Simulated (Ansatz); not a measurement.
## Mg2Sn (model structure, started from the cuprite type, Pn-3m, No. 224, 6 atoms in the cell): properties by level of theory

| level (code) | lattice parameter a (Å) | enthalpy of formation (eV/atom) |
|---|---|---|
| PBE (Ansatz) | … | … |
| PBEsol (Ansatz) | 6.218 | 0.389 |
| PBE-D3(BJ) (Ansatz) | … | … |

Question: Some entries are withheld; supply them.

Answer: 
- PBE (Ansatz, a first-principles code), lattice parameter a (Å): 6.297
- PBE (Ansatz), enthalpy of formation (eV/atom): 0.325
- PBE-D3(BJ) (Ansatz), lattice parameter a (Å): 6.207
- PBE-D3(BJ) (Ansatz), enthalpy of formation (eV/atom): 0.467

Ansatz's density-functional and Hartree–Fock values are scalar-relativistic unless marked +SOC, with PAW data made under PBE.

A model structure was made by putting elements into a prototype or built by hand; it is no filed structure, need not be a known phase, and can be a saddle point held by its symmetry.
